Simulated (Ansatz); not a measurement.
1T (CdI2-type) MnBr2, treated with r²SCAN+rVV10 (Ansatz, a first-principles code, plane waves, PAW).

Numerical settings: plane-wave cutoff 560 eV, 12×12×6 k mesh (along the axes of the cell as run), Fermi–Dirac smearing 0.01 eV, spin-polarised start, scalar-relativistic PAW data made under PBE.

Cell (relaxed at this level):

```yaml
crystal:
  lattice:
    - [3.83974, 0.00000, 0.00000]
    - [-1.91987, 3.32531, 0.00000]
    - [0.00000, 0.00000, 6.24363]
  atoms:
    - { symbol: Mn, position: [0.00000, 0.00000, 0.00000] }
    - { symbol: Br, position: [0.33333, 0.66667, 0.24235] }
    - { symbol: Br, position: [0.66667, 0.33333, 0.75765] }
```

Q: Give the computed band gap, smallest direct gap on the k points sampled and Γ–Γ gap.

A: 
band gap: 2.51 eV (indirect)
smallest direct gap on the k points sampled: 2.60 eV
Γ–Γ gap: 3.06 eV

Note: the magnetic order was assumed, not searched for or taken from measurement.

Spin–orbit coupling is not included.

Static lattice: no zero-point or thermal effects.

Computing time: very roughly 110 core-seconds.
